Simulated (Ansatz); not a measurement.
**Bulk modulus B0 of Sb2TeO2 (model structure, started from the La2SO2 type, P-3m1, No. 164, 5 atoms in the cell) at several levels of theory**

No measured value is used here.

| level (code) | value (GPa) | cell (Å³/atom) |
|---|---|---|
| LDA (Ansatz) | 89.9 | 18.78 |
| PBE (Ansatz) | 71.4 | 20.14 |
| PBEsol (Ansatz) | … | 19.23 |
| r²SCAN (Ansatz) | 75.5 | 19.75 |

Problem. Complete the blanks.

Solution. 
- PBEsol (Ansatz, a first-principles code), value (GPa): 83.9

LDA, PBE, PBEsol, r²SCAN: the bulk modulus is −V dP/dV from two relaxed cells at ±2 % in volume. Each level is taken at its own relaxed cell. Cutoffs differ between the levels. Ansatz's density-functional and Hartree–Fock values are scalar-relativistic unless marked +SOC, with PAW data made under PBE.

A model structure was made by putting elements into a prototype or built by hand; it is no filed structure, need not be a known phase, and can be a saddle point held by its symmetry.
